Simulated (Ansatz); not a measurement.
The starting structures come from a database of crystals and need not be the phases stable at ambient conditions.

 Where the default PAW files enter, the runs use the earlier of Ansatz's two default sets.

Inside the gap of an insulator the Bloch states are evanescent, with a wavenumber k + iκ along the transport direction.

Consider the following.

```xyz
14
Lattice="7.2144 0.0000 0.0000 0.0000 7.2144 0.0000 3.6072 -3.6072 3.6072" Properties=species:S:1:pos:R:3 pbc="T T T"
Sc     8.6614     1.4470     2.1602
Sc     6.8578    -3.2506     3.2506
Sc     2.1602    -1.4470     2.1602
Sc     3.9638     3.2506     3.2506
Sc     5.7674     1.4470     1.4470
Sc     0.3566     3.9638     0.3566
Sc     5.0542    -1.4470     1.4470
Sc     3.2506     3.2506     0.3566
C      0.9018     1.8036     0.0000
C      3.6072     0.9018     1.8036
C      6.3126     1.8036     3.6072
C      7.2144    -0.9018     1.8036
C      9.0180     3.6072     2.7054
C      5.4108     3.6072     0.9018
```

Space group of this cell: I-43d. The cell is taken as given; by r2SCAN its mean pressure is -0.7 GPa.

Transport runs along the normal of the first two printed cell vectors, the (001) plane of the conventional cell.

The gap is the functional's own, uncorrected, and κ follows it; spin-orbit coupling is left out. Mid-gap values are interpolated between the computed energies.

Q: Compute, with r2SCAN in Ansatz (a program for electronic structure), the band gap and the smallest decay constant κ at mid-gap.

A: Gap 0.58 eV on a 8×8×8 mesh; κ = 0.058 1/Å, at the zone centre.
